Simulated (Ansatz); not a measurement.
**SrBr2 in the anatase structure (space group I4_1/amd, No. 141; a hypothetical phase, not in the database extracts checked)**

```yaml
crystal:
  lattice:
    - [-2.97166, 2.97166, 7.09159]
    - [2.97166, -2.97166, 7.09159]
    - [2.97166, 2.97166, -7.09159]
  atoms:
    - { symbol: Sr, position: [0.50000, 0.50000, 0.00000] }
    - { symbol: Sr, position: [0.25000, 0.75000, 0.50000] }
    - { symbol: Br, position: [0.28648, 0.28648, 0.00000] }
    - { symbol: Br, position: [0.03648, 0.53648, 0.50000] }
    - { symbol: Br, position: [0.46352, 0.96352, 0.50000] }
    - { symbol: Br, position: [0.71352, 0.71352, 0.00000] }
```

Computed with PBEsol in Ansatz (plane waves to 420 eV, PAW, no spin-orbit coupling). k-mesh 8×8×8 (Γ-centred); smearing 0.05 eV (Fermi–Dirac).

| Property | Result |
|---|---|
| Volume per atom | 41.75 Å³ |
| Density | 3.28 g/cm³ |
| Band gap | 4.64 eV, indirect, Γ–X (89 % along) → Γ |
| Total energy | -2990.474 eV/atom (σ→0; compares only within this code and set-up) |

Whether these cells are dynamically stable was not tested.

Ansatz is a program for electronic structure.
